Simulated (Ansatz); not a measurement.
Base system: SrTiO$_{3}$ in the cubic perovskite structure (space group Pm-3m, No. 221; a = 3.9075 Å).

Method: plane-wave PAW DFT at the r2SCAN level (Ansatz, an electronic-structure program, 500 eV), no spin-orbit coupling, earlier PAW set.

Base values:

| Item | Result |
|---|---|
| Lattice parameter a | 3.908 Å |
| Band gap | 2.27 eV |

It is then changed as follows: hydrostatic tension (pressure −2 GPa).

Question: Predict the new lattice parameter a.

Answer: The lattice parameter a grows by 0.014 Å, from 3.908 Å to 3.922 Å.

Question: Estimate the effect on the band gap.

Answer: The band gap decreases by 0.025 eV, from 2.27 eV to 2.24 eV.

Load acts through the strain it causes; cell and atoms are relaxed under it. Stability against distortions was not tested. The final runs are not spin-polarised. Many cubic perovskites are stable only at high temperature; tilts and polar distortions were not tested.
